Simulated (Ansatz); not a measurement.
Ru: energy against strain

Ru (hcp, P6_3/mmc, 13.093 Å³/atom at rest, c along z) under a strain ε along c (axis z), the other axes held. LDA in Ansatz, a plane-wave DFT program (PAW, default set), 420 eV, 25×25×14 Γ-centred mesh, Fermi-Dirac smearing 0.10 eV; ions are relaxed within the symmetry of each cell.

Here s stands for strain and y for E less E0.

```csv
strain (%),E less E0 (meV/atom)
-1.50,6.75
-1.00,2.88
-0.50,0.66
0.00,0.00
0.50,0.86
1.00,3.18
1.50,6.91
3.00,?
```

The 7 complete rows are fitted with a parabola, y against s. Least squares gives y = -0.001 + 0.0914·s + 3.0352·s². Residuals (row less fit): 0.059, -0.063, -0.052, 0.001, 0.056, 0.054, -0.055; standard error 0.070 (degrees of freedom: 4). Twice the quadratic coefficient over the volume, 2 × 3.0352 meV × 10⁴ × 0.1602 / 13.093 Å³, is the elastic constant C33 = 743 ± 7 GPa.

**Question.** What does the fit predict for y at s = 3.00, and how far is the calculated value from it?

**Answer.** y = -0.001 + 0.0914 × 3.0 + 3.0352 × 3.0² = 27.590 meV/atom. The calculation gives 25.99 meV/atom, 1.600 meV/atom below the prediction (6.2 % of the range of y in the table). The row lies outside the fitted rows, so this is an extrapolation. From the scatter of the fitted rows alone, a prediction at this place has a standard error of 0.266 meV/atom, so the miss is 6.0 times that.

One order more, fitted to all 13 runs of the series, follows each within 0.01, so the miss is the next term of a smooth law. In a metal these values are sensitive to mesh and smearing; energies are taken to zero smearing, stresses follow the free energy. Rows are the converged runs of the series near zero and its far end; series whose fitted rows scatter by over a few per cent of the range, as at a crossing or softening among them, aren't shown in this form. Most that stay on the fit to the last digits aren't either.
